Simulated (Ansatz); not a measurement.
Pressure series in hypothetical diamond Al

Start from Al in the diamond structure (space group Fd-3m, No. 227; a hypothetical phase, not in the database extracts checked).

```
CELL_PARAMETERS angstrom
      0.00000     3.02380     3.02380
      3.02380     0.00000     3.02380
      3.02380     3.02380     0.00000
ATOMIC_POSITIONS crystal
  Al 0.75000 0.75000 0.75000
  Al 0.50000 0.50000 0.50000
```

Cell and atoms are relaxed at each pressure.

The values are results of Ansatz (a first-principles code) PBE, scalar-relativistic without spin-orbit coupling, not measurements.

Notes on the quantities. enthalpy: H = E + PV relative to the base's energy.

| change | density | enthalpy |
|---|---|---|
| base | 1.62 g/cm³ | – |
| pressure −2 GPa | 1.52 g/cm³ | -0.36 eV/atom |
| pressure −1 GPa | 1.58 g/cm³ | -0.17 eV/atom |
| pressure 0.3 GPa | 1.63 g/cm³ | +0.05 eV/atom |
| pressure 0.7 GPa | 1.65 g/cm³ | +0.12 eV/atom |
| pressure 1.5 GPa | 1.68 g/cm³ | +0.25 eV/atom |
| pressure 3 GPa | ___ | +0.50 eV/atom |
| pressure 5 GPa | 1.80 g/cm³ | +0.81 eV/atom |
| pressure 7.5 GPa | 1.88 g/cm³ | +1.19 eV/atom |
| pressure 10 GPa | ___ | +1.56 eV/atom |

What belongs in the blanks?


- pressure 3 GPa, density: 1.74 g/cm³
- pressure 10 GPa, density: 1.95 g/cm³

Load acts through the strain it causes; cell and atoms are relaxed under it. No phonon test of stability was made. No other phases were tried under pressure.
